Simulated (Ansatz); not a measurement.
Here is the system:

```
CELL_PARAMETERS angstrom
      0.00000     2.73357     2.68097
      2.73357     0.00000     2.68097
      2.73357     2.73357     0.00000
ATOMIC_POSITIONS crystal
  Si 0.25000 0.25000 0.25000
  Si 0.00000 0.00000 0.00000
```

Calculation: r2SCAN with spin-orbit coupling, rigid bands (plane waves, PAW; Ansatz, a quantum-chemistry and plane-wave program). Condition of this run: uniaxial stress zz = 2 GPa (compression positive) (the target of the relaxation). Cell: cell and atoms relaxed with r2SCAN, then loaded as said.

**Question.** Predict the hole conductivity mass (n e² τ/σ) at 300 K, by direction if it differs.

**Answer.** 0.32 mₑ.

**Question.** What conductivity effective mass do dilute electrons have at 300 K?

**Answer.** 0.21 (x), 0.21 (y), 0.93 (z) mₑ.

**Question.** And the band gap?

**Answer.** 0.54 eV at this level; semilocal functionals usually fall short of the measured gap.

Rigid bands, one relaxation time for all states, no polarons.
